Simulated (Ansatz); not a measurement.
The parent structure is CsPbBr$_{3}$ in the cubic perovskite structure (space group Pm-3m, No. 221; a = 5.8721 Å).

Structures relaxed with DFT with PBEsol, PAW potentials and a 420 eV plane-wave cutoff in Ansatz (a first-principles code), no spin-orbit coupling.

Base:

Simulated powder pattern, Co Kα, λ = 1.79026 Å (kinematic, ideal powder, no thermal factors, no anomalous dispersion; the 10 strongest lines at most, above 2 %, up to 2θ = 90°):

| 2θ (°) | I/Imax (%) | hkl |
|---|---|---|
| 17.54 | 38 | (100) |
| 24.90 | 89 | (110) |
| 35.50 | 100 | (200) |
| 39.86 | 21 | (210) |
| 43.85 | 43 | (211) |
| 51.08 | 72 | (220) |
| 57.64 | 20 | (310) |
| 63.75 | 25 | (222) |
| 69.55 | 23 | (321) |
| 85.96 | 36 | (420) |

The change: hydrostatic tension (pressure −2 GPa).

Q: How do the reflections move or split?

A: 
Simulated powder pattern, Co Kα, λ = 1.79026 Å (kinematic, ideal powder, no thermal factors, no anomalous dispersion; the 10 strongest lines at most, above 2 %, up to 2θ = 90°):

```
2θ (°)  d (Å)  I/Imax (%)    hkl
------  -----  ----------  -----
16.82   6.122          37  (100)
23.87   4.329          88  (110)
34.01   3.061         100  (200)
38.17   2.738          21  (210)
41.97   2.499          43  (211)
48.86   2.164          73  (220)
55.08   1.936          20  (310)
60.86   1.767          26  (222)
66.34   1.636          24  (321)
81.67   1.369          35  (420)
```

The indices refer to the base's conventional cell; one index is shown for lines that coincide.

Load acts through the strain it causes; cell and atoms are relaxed under it. No phonon test of stability was made. Many cubic perovskites are stable only at high temperature; tilts and polar distortions were not tested. This is not the structure that CsPbBr3 has at room temperature and ambient pressure.
